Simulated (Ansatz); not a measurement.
Take LiNbO$_{3}$ (space group R3c, No. 161) as the base.

```
CELL_PARAMETERS angstrom
      2.53373     1.46285     4.56243
     -2.53373     1.46285     4.56243
      0.00000    -2.92570     4.56243
ATOMIC_POSITIONS crystal
  Li 0.28114 0.28114 0.28114
  Li 0.78114 0.78114 0.78114
  Nb 0.99752 0.99752 0.99752
  Nb 0.49752 0.49752 0.49752
  O  0.10552 0.36572 0.71719
  O  0.71719 0.10552 0.36572
  O  0.36572 0.71719 0.10552
  O  0.21719 0.86572 0.60552
  O  0.86572 0.60552 0.21719
  O  0.60552 0.21719 0.86572
```

Cartesian axes are those of the cell as printed.

All numbers come from DFT with LDA, PAW potentials and a 420 eV plane-wave cutoff in Ansatz (an electronic-structure program), no spin-orbit coupling.

Strains are applied to the cell and any free atomic positions relax.

One change was made to it. Results:

| quantity | base | after |
|---|---|---|
| energy relative to the base (free energy F) | 0 meV/atom | +0.4 meV/atom |
| shortest interatomic distance | 1.880 Å | 1.876 Å |

Question: What was done to the base?
(A) uniaxial strain ε_xx = −0.75 %
(B) uniaxial strain ε_xx = −2.25 %
(C) uniaxial strain ε_xx = −1.50 %

Answer: A, uniaxial strain ε_xx = −0.75 %. For comparison, the energy relative to the base in the other runs: uniaxial strain ε_xx = −2.25 % gives +3.6 meV/atom; uniaxial strain ε_xx = −1.50 % gives +1.6 meV/atom.

No phonon test of stability was made.
